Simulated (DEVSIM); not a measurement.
Device: GaAs n-i-p diode, at 300 K.

```csv
layer (left to right),material,thickness (μm),Nd (cm⁻³),Na (cm⁻³),τn (s),τp (s)
1,GaAs,0.860,1.7e17,-,5.2e-10,5.2e-10
2,GaAs,0.260,-,5.2e13,5.2e-10,5.2e-10
3,GaAs,5.00,-,6.7e17,5.2e-10,5.2e-10
```

Left contact: ohmic. Right contact: ohmic. Voltage is applied to the left contact. Recombination: SRH at mid-gap, Auger. Mobility is μmin + (μ − μmin)/(1 + (N/Nref)^α).

The device is made up for the run: typed textbook-type constants, with dimensions and the other settings drawn at random. Values at 300 K.

| parameter | GaAs |
|---|---|
| gap (eV) | 1.424 |
| affinity (eV) | 4.07 |
| permittivity | 12.9 |
| Nc (cm⁻³) | 4.7e17 |
| Nv (cm⁻³) | 9e18 |
| μn (cm²/Vs) | 8500 |
| μp (cm²/Vs) | 400 |
| μn,min | 500 |
| μp,min | 20 |
| Nref,n | 6e16 |
| Nref,p | 1.5e17 |
| αn | 0.39 |
| αp | 0.38 |
| Cn (cm⁶/s) | 1e-30 |
| Cp (cm⁶/s) | 1e-30 |

DEVSIM, 1D drift-diffusion, Boltzmann statistics, complete ionisation; no tunnelling, impact ionisation, image-force lowering or self-heating.

The minority lifetime in layer 2 was swept, all else fixed.

```json
[
 {"minority lifetime in layer 2 (s)": "1.6e-11", "dark forward voltage at 1 A/cm² (V)": "0.933", "dark forward voltage at 100 A/cm² (V)": "1.148"},
 {"minority lifetime in layer 2 (s)": "5.2e-11", "dark forward voltage at 1 A/cm² (V)": "0.957", "dark forward voltage at 100 A/cm² (V)": "1.155"},
 {"minority lifetime in layer 2 (s)": "1.6e-10", "dark forward voltage at 1 A/cm² (V)": "0.979", "dark forward voltage at 100 A/cm² (V)": "1.164"},
 {"minority lifetime in layer 2 (s)": "5.2e-10", "dark forward voltage at 1 A/cm² (V)": "1.002", "dark forward voltage at 100 A/cm² (V)": "1.174"},
 {"minority lifetime in layer 2 (s)": "1.6e-9", "dark forward voltage at 1 A/cm² (V)": "1.021", "dark forward voltage at 100 A/cm² (V)": "1.184"},
 {"minority lifetime in layer 2 (s)": "5.2e-9", "dark forward voltage at 1 A/cm² (V)": "1.041", "dark forward voltage at 100 A/cm² (V)": "1.190"},
 {"minority lifetime in layer 2 (s)": "1.6e-8", "dark forward voltage at 1 A/cm² (V)": "1.055", "dark forward voltage at 100 A/cm² (V)": "1.193"}
]
```

From the first row to the last the dark forward voltage at 1 A/cm² goes from 0.933 to 1.055. From the first row to the last the dark forward voltage at 100 A/cm² goes from 1.148 to 1.193.
